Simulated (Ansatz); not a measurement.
Output of an Ansatz run (abridged):

```
WARN basis.ecutwfc = 420 eV, the default
WARN ansatz: RAYON_NUM_THREADS=1 ignored (pool sized by the plan → 1); use --threads N
Pseudopotentials: kind: paw
Pseudopotential: Pd, paw, valence charge 18
Pseudopotential: Te, paw, valence charge 16
Crystal: 3 atoms, lattice volume = 69.542 Å³
Basis set: ecut = 420 eV, 1363 PW (Γ), exchange–correlation on 64×64×64 points (8 copies of the dense FFT grid, shifted against one another)
Bands: 30, of which v1, the nominal top of the filled ones, is band 25 counted from 1 (24 counted from 0)
Symmetry: 48 space group operations
Space group: Fm-3m (ITA 225), of the structure as read, at distance tolerance 4.1e-5 Å
k-points: 10 of 125
Initial density: superposition of atomic densities (neutral atoms: chi_scale 0, normalization atom), corrected by the library's trained network
Initial wavefunctions: pseudopotential atomic-orbital guess
Eigensolver: davidson
Functional: x = pbe(κ = 0.804, μ = 0.2195149727645171), c = pbe(β = 0.06672455060314922)
SCF iter   1: F=—  HF=-20932.722825 eV  |F-HF|=—  |Δ(HF+E_count)|=         —  Δρ=2.54e-3  dr2=7.90e-3  ethr=1.77e-3  ⟨swp⟩=5.7  Hψ=1229  notcnv=0
all-band conjugate gradients solve this SCF's bands
preconditioner: auto → LDOS
SCF iter   2: F=—  HF=-20932.722469 eV  |F-HF|=—  |Δ(HF+E_count)|=   3.56e-4  S|Δr|=    0.00e0  Δρ=1.14e-3  dr2=1.74e-3  ethr=1.58e-5  ⟨swp⟩=2.0  Hψ=423  notcnv=0
SCF iter   3: F=—  HF=-20932.722221 eV  |F-HF|=—  |Δ(HF+E_count)|=   2.48e-4  S|Δr|=    0.00e0  Δρ=3.66e-4  dr2=1.31e-4  ethr=3.48e-6  ⟨swp⟩=1.9  Hψ=325  notcnv=0
SCF iter   4: F=—  HF=-20932.722204 eV  |F-HF|=—  |Δ(HF+E_count)|=   1.69e-5  S|Δr|=    0.00e0  Δρ=8.85e-5  dr2=2.99e-6  ethr=2.62e-7  ⟨swp⟩=2.0  Hψ=375  notcnv=0
SCF iter   5: F=—  HF=-20932.722204 eV  |F-HF|=—  |Δ(HF+E_count)|=   1.86e-7  S|Δr|=    0.00e0  Δρ=1.58e-5  dr2=1.55e-7  ethr=5.98e-9  ⟨swp⟩=2.0  Hψ=548  notcnv=0
SCF iter   6: F=-20932.722204 eV  HF=-20932.722204 eV  |F-HF|=3.29e-9  |Δ(HF+E_count)|=   2.22e-8  S|Δr|=    0.00e0  Δρ=2.84e-6  dr2=6.73e-9  ethr=2.00e-10  ⟨swp⟩=7.1  Hψ=1229  notcnv=0
SCF 1 converged in 6 iterations: F = -20932.722204 eV  dr2 = 6.73e-9
SCF converged after 6 iterations
Stability not checked (fill_not_monotonic)
Free energy (F): -20932.722204 eV
Harris-Foulkes:  -20932.722204 eV  (|F-HF|=3.29e-9)
Internal energy: -20932.726385 eV  (E = F + TS)
E sigma→0 (E₀):  -20932.723597 eV
Entropy (-TS):   0.004181 eV (1.394 meV/atom)
Fermi energy:    14.368142 eV
--- Per-component energies (eV) ---
  E_band       = -631.501415
  E_kinetic    = 880.739481
  E_local      = -4511.230105  (includes V_loc(G=0)·N_el)
  E_nonlocal   = -402.498637
  E_hartree    = 2456.904423
  E_xc         = -419.870305
  E_vxc        = -423.352422  (∫ρ·V_xc dr)
  E_paw        = -13074.955598  (= ΣΔE_a)
  E_vpaw       = -1088.972195  (= ΣTr[D̂ρ^β])
  E_aug_tail   = -0.000165  (compensation charges beyond the density's cutoff)
  E_ewald      = -5861.815478
  E_smearing   = 0.004181  (= −TS)
  E_closure    = -0.000000  (closes the sum)
  Σ components = -20932.722204   (vs F -20932.722204, Δ=0.00e0)
--- Forces (eV/Å), atoms counted from 1 ---
  atom   1  Pd    -0.00000000     0.00000000    -0.00000000
   [... zero for the other atoms too ...]
  max |Σ_I F_I| component: 1.73e-18 eV/Å
--- Stress (GPa, compression-positive) ---
       10.772428       0.000000       0.000000
       -0.000000      10.772428       0.000000
       -0.000000      -0.000000      10.772428
  P = ⅓ Tr σ = 10.7724 GPa (107.724 kbar)
  The stress holds the Pulay correction. Without it, at fixed plane waves, as pw.x and ABINIT print it: P = 10.7246 GPa
--- Band table (eV; the first three rows and the last of 10) ---
  k-point 0: bands = ["-70.6518", "-36.4221", "-36.4221", "-36.4221", "-23.5837", "-23.5837", "-23.5581", "-23.5581", "-23.5581", "-23.5347", "-23.5347", "-23.5347", "-23.5091", "-23.5091", "-0.2167", "4.8915", "8.3090", "8.3090", "8.3090", [...]
  k-point 1: bands = ["-70.6518", "-36.4222", "-36.4221", "-36.4221", "-23.5766", "-23.5766", "-23.5565", "-23.5558", "-23.5558", "-23.5369", "-23.5369", "-23.5366", "-23.5163", "-23.5163", "0.1380", "3.9927", "8.5149", "8.5149", "9.4241", [...]
  k-point 2: bands = ["-70.6518", "-36.4224", "-36.4221", "-36.4221", "-23.5580", "-23.5580", "-23.5510", "-23.5499", "-23.5499", "-23.5428", "-23.5426", "-23.5426", "-23.5349", "-23.5349", "1.1156", "2.5239", "8.9145", "8.9145", "10.0749", [...]
  k-point 9: bands = ["-70.6518", "-36.4224", "-36.4222", "-36.4221", "-23.5713", "-23.5591", "-23.5558", "-23.5499", "-23.5473", "-23.5449", "-23.5430", "-23.5379", "-23.5340", "-23.5213", "1.6941", "2.4276", "7.6449", "7.9323", "9.5207", [...]
```

The structure:

```
CELL_PARAMETERS angstrom
      0.00000     3.26392     3.26392
      3.26392     0.00000     3.26392
      3.26392     3.26392     0.00000
ATOMIC_POSITIONS crystal
  Pd 0.00000 0.00000 0.00000
  Te 0.25000 0.25000 0.25000
  Te 0.75000 0.75000 0.75000
```

Q: Reconstruct the input of this run.

A: Other spellings and defaults could give the same log, and not every line can be read from it. The input that was run (DFT, PBE, plane waves, default PAW files):

Ansatz 0.2 input:
```yaml
crystal:
  lattice:
    - [0.000000, 3.263923, 3.263923]
    - [3.263923, 0.000000, 3.263923]
    - [3.263923, 3.263923, 0.000000]
  atoms:
    - { symbol: Pd, position: [0.000000, 0.000000, 0.000000] }
    - { symbol: Te, position: [0.250000, 0.250000, 0.250000] }
    - { symbol: Te, position: [0.750000, 0.750000, 0.750000] }
kpoints:
  mp_grid: { grid: [5, 5, 5] }
hamiltonian:
  xc: pbe
  pseudopotentials: { kind: paw }
scf:
  occupations: { method: cold, width: 0.0073 Ry }
output:
  forces: true
  eigenvalues: true
  stress: true
```

The starting cell was generated: these elements placed on a structure prototype, without a prior relaxation; it need not be a known phase or ordering of this composition. Spin-orbit coupling is off. Spin polarisation is off. With a pressure of about 11 GPa the cell is away from its equilibrium volume at this level. Ansatz's pressure includes its estimate of the finite-basis (Pulay) stress.

Ansatz is a first-principles code.
